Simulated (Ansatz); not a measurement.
Consider a 16-atom cell of (Au,Pt) started in the face-centred cubic structure, site fractions Au 0.875, Pt 0.125, short-range order -0.05 among the nearest mixed sites of the first mixed sublattice (0 is random, a negative value favours unlike neighbours), space group Fmmm at the end, an ordered arrangement that its symmetry holds. Its start:

```
CELL_PARAMETERS angstrom
      4.14270     4.14227     4.14227
      4.14270    -4.14269     4.14269
      4.14270    -4.14227    -4.14227
ATOMIC_POSITIONS crystal
  Au 0.00213 0.75420 0.75213
  Pt 0.24759 0.00000 0.75241
  Au 0.00222 0.49565 0.50212
  Au 0.50211 0.24577 0.75211
  Au 0.24789 0.75423 0.49788
  Au 0.75212 0.49565 0.75222
  Au 0.00211 0.24577 0.25211
  Au 0.49779 0.00000 0.50221
  Au 0.24778 0.50435 0.24788
  Au 0.75633 0.24580 0.50633
  Au 0.49367 0.75420 0.24367
  Pt 0.00241 0.00000 0.99759
  Au 0.24787 0.24580 0.99787
  Au 0.75221 0.00000 0.24779
  Au 0.49788 0.50435 0.99778
  Au 0.74789 0.75423 0.99789
```

The mixing enthalpy is taken against the end members in the face-centred cubic type, relaxed in the same cell and mesh.

All values below come from PBE (plane waves to 420 eV, PAW; Ansatz, a first-principles code). Spin–orbit coupling is left out. Its k-point mesh 6×6×6, Fermi–Dirac width 0.05 eV.

```json
[
 {"end member": "Au", "weight": "0.875", "volume per atom (Å³)": "17.98"},
 {"end member": "Pt", "weight": "0.125", "volume per atom (Å³)": "15.65"}
]
```

Problem. Predict the alloy's volume, bond lengths and mixing enthalpy.

Solution. The volume per atom comes out as 17.63 Å³ and the Au–Au bonds (within 1.22 times the sum of covalent radii) comes out as 2.926 Å on average, from 2.898 to 2.972 (73). The Au–Pt bonds (within 1.22 times the sum of covalent radii) is 2.906 Å on average, from 2.882 to 2.940 (22) and the Pt–Pt bonds (within 1.22 times the sum of covalent radii) is 2.910 Å on average, from 2.910 to 2.910 (1). The mixing enthalpy per site of the mixed sublattice is 10 meV and the departure of the mean lattice parameter from Vegard's line is under 0.15 %, inside the noise of the relaxations.
